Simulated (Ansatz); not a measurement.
The (31-40) face of hcp Zr can be cut between different planes. Symmetric, stoichiometric slabs relaxed in the 1x1 cell (60.3 Å²): top plane Zr, 0.52 Å over the next in the ideal cut; top plane Zr, 0.26 Å over the next in the ideal cut.

These are PBE (plane waves to 420 eV, PAW; Ansatz, a program for electronic structure) values and carry that method's errors.

Problem. Order them by surface energy (lowest first) at the level PBE.

Solution. the cut with an outer spacing of 0.52 Å (1.70 J/m²), the cut with an outer spacing of 0.26 Å (1.79 J/m²)
